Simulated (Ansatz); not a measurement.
Structure of amorphous In$_{24}$O$_{38}$Hf (periodic cell):

```
HfIn24O38
1.0
    9.61548     0.00000     0.00000
    0.00000     9.61548     0.00000
    0.00000     0.00000     9.61548
In O Hf
24 38 1
Cartesian
  6.48932   8.63923   5.14177
  3.46412   0.41426   5.40365
  5.87293   2.59625   4.19469
  5.35878   4.58984   7.37411
  8.38952   4.52173   8.65535
  2.69262   3.76649   5.07818
  0.60143   7.37768   0.22053
  9.26883   3.69728   2.33724
  8.56744   5.35979   5.17988
  0.03191   1.23275   9.21090
  3.59574   5.86504   0.48131
  2.27766   6.54104   6.62970
  2.98359   9.28633   8.50388
  1.87042   1.20423   2.55187
  5.76015   3.03623   1.02695
  9.47602   9.03239   6.31966
  9.56276   2.26953   5.22712
  4.71977   8.83841   2.04038
  2.52621   2.99926   8.63312
  4.76123   5.99118   4.03278
  6.63935   7.83339   9.02580
  6.78555   1.12707   7.66274
  1.27644   7.16858   3.27838
  7.08675   6.01321   2.20741
  8.00512   3.23365   4.20218
  8.83241   1.42828   7.04580
  2.14123   1.21341   0.34502
  6.78960   6.56776   4.43625
  0.42123   7.12729   5.54293
  3.10132   4.59578   7.24241
  1.21323   0.55567   5.00881
  8.12586   9.55699   4.20844
  8.40887   6.56130   9.26012
  4.75570   6.65319   2.02784
  4.83865   9.07808   9.52429
  3.07993   1.48879   7.30015
  3.39480   8.33445   6.60798
  9.07475   5.70130   3.11355
  7.67854   0.42064   9.54966
  5.76895   1.08160   5.79295
  2.61745   8.89414   2.56439
  3.83996   3.77057   0.44604
  6.23257   2.96314   8.53762
  2.40695   7.01628   8.72373
  0.72250   9.00554   8.32165
  0.68427   4.13972   5.92687
  1.31287   3.05415   3.42687
  4.90777   4.22544   5.34573
  1.70519   6.05583   1.52225
  0.44656   3.36374   9.15367
  7.29599   8.58926   7.08361
  6.87691   8.05861   1.63269
  6.10861   1.29808   2.31648
  7.46262   4.88500   6.87583
  7.67615   4.21898   1.02984
  2.71666   5.93803   4.54566
  3.65714   2.04261   4.06923
  5.40318   6.09330   8.82663
  9.61125   8.43130   1.97348
  4.70211   8.51077   4.16245
  5.68527   4.27686   2.78271
  9.34845   1.59185   1.81081
  8.01399   0.07281   2.19596
```

Methods: PBE, scalar-relativistic without spin-orbit coupling (Ansatz, a first-principles code); r2SCAN, scalar-relativistic without spin-orbit coupling (Ansatz); HSE06, scalar-relativistic without spin-orbit coupling (Ansatz). Neutral PBE cell, which sets geometry, pressure and energy: sampling: a 2×2×2 Γ-centred mesh; Fermi-Dirac width 0.02 eV; no spin polarisation. Exact exchange is cut at the faces of this 10 Å cell, which leaves hybrid gaps a finite-size error.

Preparation: random packing, a CHGNet melt and quench, and a DFT relaxation. O atoms were pushed apart under 1.9 Å during the dynamics, to hinder bonds among them. The hot cell started wider than the set density and was brought back towards it in steps. It is the lowest in DFT energy of 2 quenches. It is a model cell: composition and starting density were chosen by hand, and all elements were melted together. No dispersion term was used. Its density started from a set value of 6.62 and ended at 6.62 g/cm³. The quench (nominally 220 K/ps over its main leg) was far faster than any real one, so the model tends to hold more defects than a real film. A cell of this size samples the disorder only roughly. The volume was held where the preparation left it.

Give the pressure and the spacing of the highest filled and lowest empty levels.


```yaml
Pressure on a 2×2×2 Γ-centred mesh: -0.64 GPa
Largest force and stress component on that mesh (the relaxation ran on the zone centre alone): 0.10 eV/Å and 1.3 GPa
Level gap on a 2×2×2 Γ-centred mesh (PBE): 0.42 eV
Level gap at the zone centre (PBE): 0.44 eV
Level gap at the zone centre (r2SCAN): 0.83 eV
Level gap at the zone centre (HSE06): 1.76 eV
Distance between the nearest levels spread over more than a fifth of the atoms or a third of the atoms of their main element (six at least) (PBE, zone centre): 0.72 eV
```

At PBE and the zone centre, how localised are the states just below and above the Fermi level (participation number: the atoms over which a state spreads)?

The highest filled state is spread over 10.5 atoms' worth, largest on O41, with weights by element (charge in smoothed Voronoi cells) O 0.93, In 0.07, Hf 0.00. The lowest empty state is spread over 58.5 atoms' worth, largest on O41, with weights by element (charge in smoothed Voronoi cells) O 0.56, In 0.43, Hf 0.01.

At PBE the levels at the filled edge of the gap are localised (band-tail or defect states), and the nearest spread-out levels lie 0.7 eV apart at the zone centre.

Bonds are counted up to In-In 3.12 Å, In-O 2.74 Å, In-Hf 3.23 Å, O-O 1.58 Å, O-Hf 2.65 Å, Hf-Hf 3.34 Å. Two cations that share two anions don't count as bonded, nor two that share one unless they lie closer than In-In 3.04 Å, In-Hf 3.15 Å, Hf-Hf 3.25 Å.
